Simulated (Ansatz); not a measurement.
NbAl3 (I4/mmm, No. 139; cell taken from a computed entry) was calculated with LDA (Ansatz, a first-principles code, PAW).

The input as run:

Ansatz 0.2 input:
```yaml
crystal:
  lattice:
    - [-1.8836308496, 1.8836308496, 4.2258691287]
    - [1.8836308496, -1.8836308496, 4.2258691287]
    - [1.8836308496, 1.8836308496, -4.2258691287]
  atoms:
    - { symbol: Al, position: [0.5, 0.5, 0.0] }
    - { symbol: Al, position: [0.75, 0.25, 0.5] }
    - { symbol: Al, position: [0.25, 0.75, 0.5] }
    - { symbol: Nb, position: [0.0, 0.0, 0.0] }
basis:
  ecutwfc: 520
  ecutrho_ratio: 4
  xc_grid: 2
kpoints:
  mp_grid: { grid: [20, 20, 20] }
hamiltonian:
  xc: lda
  dispersion: none
  pseudopotentials: { azcp: { folder: ./paw }, kind: paw }
scf:
  occupations: { method: fermi_dirac, width: 0.05 }
output:
  forces: true
  stress: true
  eigenvalues: true
relax:
  f_tol: 0.004
  escape_saddle: false
  max_steps: 80
  cell: { stress_tol: 0.02, fix: [volume] }
```

Output (set-up and result lines):

```
Relaxation: its limit of steps is 80 (relax.max_steps)
Crystal: 4 atoms, lattice volume = 59.975 Å³
Basis set: ecut = 520 eV, 1619 PW (Γ), exchange–correlation on 80×80×80 points (8 copies of the dense FFT grid, shifted against one another)
Bands: 15, of which v1, the nominal top of the filled ones, is band 11 counted from 1 (10 counted from 0)
Symmetry: 16 space group operations
Space group: I4/mmm (ITA 139), of the structure as read, at distance tolerance 3.9e-5 Å
k-points: 641 of 8000
Initial density: superposition of atomic densities (chi_scale 0.1, normalization cell, long waves kept (reshape's long-wave potential 0.00 eV rms))
Functional: x = slater, c = lda
SCF iter   1: F=—  HF=-5983.888319 eV  |F-HF|=—  |Δ(HF+E_count)|=         —  Δρ=5.63e-2  dr2=2.77e0
SCF iter   2: F=—  HF=-5983.114750 eV  |F-HF|=—  |Δ(HF+E_count)|=   7.74e-1  Δρ=2.46e-2  dr2=3.13e-1
  ...
SCF 1 converged in 7 iterations: F = -5982.980642 eV  dr2 = 2.71e-8
Crystal: 4 atoms, lattice volume = 59.975 Å³
Initial density: handed on by an earlier stage of this run
SCF 2 converged in 4 iterations: F = -5982.980649 eV  dr2 = 7.80e-9
Crystal: 4 atoms, lattice volume = 59.975 Å³
SCF 3 converged in 4 iterations: F = -5982.980658 eV  dr2 = 1.44e-9
Crystal: 4 atoms, lattice volume = 59.975 Å³
SCF iter   3: F=—  HF=-5982.980659 eV  |F-HF|=—  |Δ(HF+E_count)|=  2.86e-10  Δρ=1.10e-7  dr2=8.24e-12
SCF iter   4: F=-5982.980659 eV  HF=-5982.980659 eV  |F-HF|=1.82e-12  |Δ(HF+E_count)|=  1.82e-12  Δρ=2.77e-8  dr2=4.80e-13
SCF 4 converged in 4 iterations: F = -5982.980659 eV  dr2 = 4.80e-13
SCF converged after 4 iterations
Free energy (F): -5982.980659 eV
Internal energy: -5982.976169 eV  (E = F + TS)
E sigma→0 (E₀):  -5982.978414 eV
Fermi energy:    11.805028 eV
--- Forces (eV/Å), atoms counted from 1 ---
  atom   1  Al    -0.00000000    -0.00000000    -0.00000000
  atom   2  Al     0.00000000     0.00000000     0.00000000
  atom   3  Al     0.00000000    -0.00000000     0.00000000
  atom   4  Nb    -0.00000000     0.00000000     0.00000000
--- Stress (GPa, compression-positive) ---
        2.918960       0.000000       0.000000
        0.000000       2.918960       0.000000
       -0.000000       0.000000       2.919266
  P = ⅓ Tr σ = 2.9191 GPa (29.191 kbar)
```

The cell is one volume of an energy–volume scan, off the minimum.

The PAW data were made under PBE.

Note: the relaxation could not lower the start's symmetry, so the cell can be a saddle point above a distorted one.
